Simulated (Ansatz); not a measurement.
**A computed series for CdSe: pressure series**

The parent structure is CdSe in the wurtzite structure (space group P6_3mc, No. 186; a = 4.302 Å, c = 7.021 Å).

Cell and atoms are relaxed at each pressure.

All numbers come from PBEsol/PAW in Ansatz (an electronic-structure program), no SOC.

Candidates:
(a) pressure −1 GPa
(b) pressure −2 GPa
(c) pressure 9 GPa
(d) pressure 4.5 GPa
(e) pressure 22.5 GPa

Base values:

```
Quantity    Value
--------  -------
Band gap  0.54 eV
```

Q: Order them by band gap, lowest first.

A: (b) pressure −2 GPa (0.45 eV), (a) pressure −1 GPa (0.50 eV), (e) pressure 22.5 GPa (0.66 eV), (d) pressure 4.5 GPa (0.68 eV), (c) pressure 9 GPa (0.79 eV)

Load acts through the strain it causes; cell and atoms are relaxed under it. Stability against distortions was not tested. Measured, CdSe leaves this structure (for rock salt) near 2.72 GPa (temperature not stated; as listed in Datta, Sujoy, Jana, Debnarayan, arXiv (2020)), on rising pressure, with hysteresis.
